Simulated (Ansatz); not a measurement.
Consider Al-vacancy pair (Al on one host Ti site, one O site vacant) in rutile TiO2, charge state +1. All values below come from PBE, PAW (plane waves to 420 eV; Ansatz, a program for electronic structure).

72-site cell at the relaxed PBE lattice, one k-point at (0.250, 0.250, 0.250), smearing 0.01 eV, spin-restricted, no finite-size correction. Static, classical nuclei. The charge state is imposed; whether it is stable for some Fermi level was not computed. Forms of the defect that were not tried may lie lower.

Barriers: single points on a 2×2×2 k-point mesh shifted by half a step at the bands' geometries (they differ from the bands' own by up to 0.06 eV, and are uncertain by about as much).

Relaxed starting cell (atoms counted from 1):

```xyz
71
Lattice="9.2870 0.0000 0.0000 0.0000 9.2870 0.0000 0.0000 0.0000 8.8914" Properties=species:S:1:pos:R:3 pbc="T T T"
Al    -0.1725     0.1727    -0.1184
Ti    -0.1519     0.1952     3.1744
Ti     0.0412    -0.1154     6.0220
Ti     0.0069     4.6851    -0.0704
Ti    -0.0321     4.5815     2.8863
Ti     0.0220     4.6078     5.8543
Ti     4.6918     0.0793    -0.0576
Ti     4.6083    -0.0666     2.8905
Ti     4.6334    -0.0637     5.8632
Ti     4.7036     4.4499    -0.0096
Ti     4.7837     4.6362     3.0215
Ti     4.4871     4.7503     5.9904
Ti     2.2731     2.2678     1.3998
Ti     2.4100     2.3296     4.3533
Ti     2.2691     2.2530     7.3208
Ti     2.5504     6.7305     1.5181
Ti     2.2214     6.9396     4.4730
Ti     2.2923     7.0810     7.5037
Ti     7.0465     2.2549     1.5083
Ti     6.8085     2.3371     4.4890
Ti     7.0383     2.3459     7.3987
Ti     7.0399     7.0281     1.3613
Ti     7.0294     6.9528     4.3700
Ti     6.9126     6.9113     7.3432
O      1.3580     1.3407     0.0466
O      1.4069     1.3701     2.9702
O      1.4195     1.3695     5.9593
O      1.3986     6.1086     0.0655
O      1.3962     6.1103     2.9425
O      1.3893     6.0954     5.9417
O      6.0877     1.4059     0.0199
O      6.0958     1.3929     2.9716
O      6.0319     1.4355     5.9394
O      6.1082     6.0725     0.0183
O      6.0784     6.0429     3.0004
O      6.0416     6.0630     5.9472
O      0.9300     3.7322     1.5084
O      0.9177     3.7348     4.4663
O      0.9133     3.7346     7.4381
O      0.8639     8.4194     4.4320
O      0.8588     8.4236     7.5379
O      5.5904     3.7087     1.5105
O      5.5303     3.7452     4.4843
O      5.5335     3.7433     7.4003
O      5.5536     8.3610     1.5117
O      5.5475     8.3616     4.4685
O      5.5500     8.3757     7.4345
O      3.7538     0.9054     1.5033
O      3.7418     0.8960     4.4678
O      3.7344     0.9052     7.4475
O      3.8091     5.4850     1.5004
O      3.7175     5.5638     4.4457
O      3.7195     5.5532     7.4698
O      8.4779     0.8216     1.4741
O      8.3493     0.9522     4.5521
O      8.3395     0.9404     7.3482
O      8.3820     5.5342     1.5081
O      8.3830     5.5452     4.4651
O      8.3859     5.5523     7.4399
O      3.2400     3.1944     0.0334
O      3.2449     3.2059     2.9839
O      3.2048     3.2293     5.9507
O      3.1811     7.8842     0.0656
O      3.1697     7.8923     2.9337
O      3.1834     7.8864     5.9581
O      7.8903     3.2048     0.0164
O      7.8916     3.1934     2.9688
O      7.8473     3.2486     5.9283
O      7.9617     7.9404     0.0660
O      7.9300     7.8921     2.9827
O      7.8965     7.8500     5.9483
```
Cell charge +1.

End state 1 differs by these moves (Å; atoms that move under 0.08 Å are left out):

| atom | element | Δx | Δy | Δz |
|---|---|---|---|---|
| 1 | Al | 0.35 | -0.35 | 0.00 |
| 2 | Ti | 0.31 | -0.40 | 0.00 |
| 3 | Ti | -0.08 | 0.23 | 0.00 |
| 4 | Ti | -0.01 | -0.09 | 0.00 |
| 5 | Ti | 0.07 | 0.12 | 0.00 |
| 7 | Ti | -0.10 | -0.16 | 0.00 |
| 8 | Ti | 0.07 | 0.13 | 0.00 |
| 9 | Ti | 0.02 | 0.12 | 0.00 |
| 10 | Ti | -0.12 | 0.38 | 0.00 |
| 11 | Ti | -0.28 | 0.01 | 0.00 |
| 12 | Ti | 0.32 | -0.22 | 0.00 |
| 14 | Ti | -0.15 | 0.00 | 0.02 |
| 15 | Ti | 0.11 | 0.12 | 0.02 |
| 16 | Ti | -0.31 | 0.30 | -0.01 |
| 17 | Ti | 0.26 | 0.01 | 0.02 |
| 18 | Ti | -0.04 | -0.15 | -0.11 |
| 19 | Ti | -0.31 | 0.30 | 0.01 |
| 20 | Ti | 0.26 | 0.01 | -0.02 |
| 21 | Ti | -0.04 | -0.15 | 0.10 |
| 23 | Ti | -0.15 | 0.00 | -0.02 |
| 24 | Ti | 0.11 | 0.12 | -0.02 |
| 30 | O | 0.05 | -0.06 | -0.01 |
| 33 | O | 0.07 | -0.04 | 0.02 |
| 40 | O | 0.08 | -0.09 | 0.12 |
| 41 | O | 0.09 | -0.08 | -0.19 |
| 42 | O | -0.11 | 0.09 | -0.01 |
| 51 | O | -0.11 | 0.09 | 0.01 |
| 54 | O | 1.62 | -1.65 | 0.00 |
| 55 | O | 0.08 | -0.09 | -0.12 |
| 56 | O | 0.09 | -0.08 | 0.19 |
| 65 | O | 0.07 | -0.04 | -0.02 |
| 68 | O | 0.05 | -0.06 | 0.01 |

Q: What is the computed forward and backward barriers to end state 1 (PBE, PAW)?

A: forward 0.65 eV, backward 0.65 eV; at the saddle point atom 54 has neighbours Al at 1.69; Ti at 1.73 Å. The check of the saddle point's order was inconclusive, and it lies on a symmetry element of the cell, where a band can be held.

End state 2 differs by these moves (Å; atoms that move under 0.08 Å are left out):

```
atom  element     Δx     Δy     Δz
----  -------  -----  -----  -----
1          Al   0.20  -0.18   0.15
2          Ti   0.24  -0.31  -0.16
3          Ti  -0.11   0.26  -0.09
4          Ti  -0.15  -0.06   0.00
6          Ti  -0.04  -0.11   0.05
7          Ti  -0.14  -0.05   0.07
8          Ti   0.26   0.28   0.07
10         Ti   0.03   0.17  -0.01
11         Ti  -0.16   0.01  -0.13
12         Ti   0.11   0.02   0.00
15         Ti   0.08   0.09   0.03
16         Ti  -0.42   0.06  -0.19
17         Ti  -0.06  -0.19   0.17
18         Ti  -0.02   0.13  -0.07
19         Ti   0.15  -0.02  -0.04
20         Ti   0.10   0.17   0.01
21         Ti  -0.16  -0.19   0.04
22         Ti  -0.10   0.00   0.07
23         Ti  -0.02  -0.10   0.03
24         Ti   0.10   0.16   0.03
28          O  -0.02  -0.08  -0.14
29          O   0.07   0.01   0.05
30          O  -0.02  -0.07   0.10
32          O   0.04   0.08   0.01
40          O   0.12  -0.06   0.01
42          O  -0.06   0.06   0.00
48          O  -0.04  -0.06   0.04
51          O  -0.10   0.14   0.05
54          O  -0.06   0.08  -0.02
55          O   0.07  -0.07  -0.10
56          O   0.03  -0.04   0.11
64          O  -2.22   0.46  -1.44
69          O  -0.07  -0.03  -0.04
```

Q: Predict the forward and backward barriers to end state 2 from PBE, PAW.

A: forward 1.09 eV, backward 0.95 eV; at the saddle point atom 64 has neighbours Ti at 1.82, Ti at 2.21, Ti at 2.33 Å. The check of the saddle point's order was inconclusive.

End state 3 differs by these moves (Å; atoms that move under 0.08 Å are left out):

| atom | element | Δx | Δy | Δz |
|---|---|---|---|---|
| 1 | Al | -0.04 | -0.38 | 0.14 |
| 2 | Ti | 0.03 | -0.05 | -0.22 |
| 3 | Ti | 0.09 | 0.00 | -0.04 |
| 5 | Ti | 0.04 | -0.05 | 0.08 |
| 6 | Ti | -0.14 | 0.07 | 0.07 |
| 7 | Ti | -0.03 | -0.01 | 0.14 |
| 8 | Ti | 0.04 | -0.04 | 0.11 |
| 9 | Ti | -0.13 | 0.08 | 0.10 |
| 10 | Ti | -0.04 | 0.23 | 0.06 |
| 11 | Ti | -0.14 | 0.19 | -0.02 |
| 12 | Ti | 0.33 | -0.10 | -0.01 |
| 13 | Ti | 0.25 | 0.23 | 0.28 |
| 14 | Ti | -0.22 | -0.12 | 0.11 |
| 15 | Ti | 0.22 | 0.28 | -0.06 |
| 16 | Ti | -0.36 | 0.40 | -0.01 |
| 18 | Ti | 0.10 | -0.14 | -0.03 |
| 19 | Ti | -0.11 | 0.14 | -0.03 |
| 20 | Ti | 0.05 | -0.07 | -0.02 |
| 21 | Ti | 0.09 | -0.14 | 0.03 |
| 22 | Ti | 0.01 | -0.18 | 0.14 |
| 23 | Ti | 0.00 | 0.11 | 0.10 |
| 24 | Ti | -0.07 | 0.14 | 0.09 |
| 25 | O | -0.46 | -2.17 | 1.35 |
| 26 | O | 0.04 | 0.09 | -0.04 |
| 27 | O | 0.03 | 0.08 | 0.05 |
| 48 | O | -0.08 | 0.03 | -0.04 |
| 51 | O | -0.07 | 0.04 | 0.00 |
| 54 | O | -0.05 | 0.08 | -0.05 |
| 55 | O | 0.06 | -0.02 | -0.10 |
| 56 | O | 0.11 | -0.03 | 0.19 |
| 60 | O | -0.08 | -0.03 | -0.01 |
| 61 | O | 0.03 | 0.05 | 0.10 |
| 62 | O | 0.04 | 0.05 | -0.10 |
| 69 | O | -0.15 | -0.12 | -0.04 |

Q: Predict the forward and backward barriers to end state 3 from PBE, PAW.

A: forward 1.18 eV, backward 1.12 eV; at the saddle point atom 25 has neighbours Al at 1.83; O at 2.37; Ti at 2.06, Ti at 2.19 Å. The check of the saddle point's order was inconclusive.

End state 4 differs by these moves (Å; atoms that move under 0.08 Å are left out):

```
atom  element     Δx     Δy     Δz
----  -------  -----  -----  -----
1          Al   0.19  -0.13   0.16
2          Ti  -0.12  -0.36  -0.22
3          Ti   0.05   0.06  -0.17
4          Ti   0.10  -0.07   0.10
5          Ti   0.03   0.03   0.17
6          Ti  -0.15   0.04   0.13
7          Ti   0.03  -0.13   0.05
8          Ti   0.00   0.08   0.03
9          Ti  -0.10   0.08   0.06
10         Ti  -0.04   0.33  -0.06
11         Ti  -0.14  -0.01  -0.16
12         Ti   0.31  -0.10  -0.01
13         Ti   0.23   0.20  -0.08
14         Ti   0.09   0.21   0.29
15         Ti  -0.09  -0.08   0.12
16         Ti  -0.30   0.38   0.00
17         Ti   0.16  -0.13  -0.01
18         Ti  -0.06  -0.04  -0.08
19         Ti  -0.01   0.09  -0.05
20         Ti   0.08  -0.04  -0.06
21         Ti   0.05  -0.17   0.01
22         Ti  -0.03  -0.21   0.09
23         Ti  -0.25   0.01   0.12
24         Ti   0.21   0.21   0.10
25          O   0.07   0.09   0.03
26          O  -0.49  -2.19  -1.46
27          O   0.03   0.08  -0.07
41          O   0.05   0.01  -0.08
48          O  -0.08   0.02   0.04
51          O  -0.08   0.04   0.00
54          O  -0.04   0.12   0.04
55          O   0.08  -0.03  -0.12
56          O   0.08  -0.03   0.13
60          O   0.02   0.05  -0.10
61          O  -0.09  -0.05  -0.01
62          O   0.05   0.04   0.10
64          O   0.06  -0.04   0.05
70          O  -0.14  -0.07   0.00
```

Q: Estimate the forward and backward barriers to end state 4 that PBE, PAW returns for this input.

A: forward 1.23 eV, backward 1.14 eV; at the saddle point atom 26 has neighbours Ti at 1.78 Å. The check of the saddle point's order was inconclusive.
